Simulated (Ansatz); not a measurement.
# TiN in the rock salt structure (space group Fm-3m, No. 225)

```yaml
crystal:
  lattice:
    - [0.00000, 2.10193, 2.10193]
    - [2.10193, 0.00000, 2.10193]
    - [2.10193, 2.10193, 0.00000]
  atoms:
    - { symbol: N, position: [0.00000, 0.00000, 0.00000] }
    - { symbol: Ti, position: [0.50000, 0.50000, 0.50000] }
```

Method: PBEsol in Ansatz (plane waves to 420 eV, PAW, no spin-orbit coupling), earlier PAW set. Settings: 19×19×19 k-points, 0.05 eV Fermi–Dirac smearing.

```yaml
volume_per_atom: 9.29 Å³
density: 5.53 g/cm³
band_gap: zero
total_energy: -1428.113 eV/atom (σ→0; compares only within this code and set-up)
```

No phonon test of stability was made. All final runs are without spin polarisation. An odd electron count without spin: TiN.

Ansatz is a first-principles code.
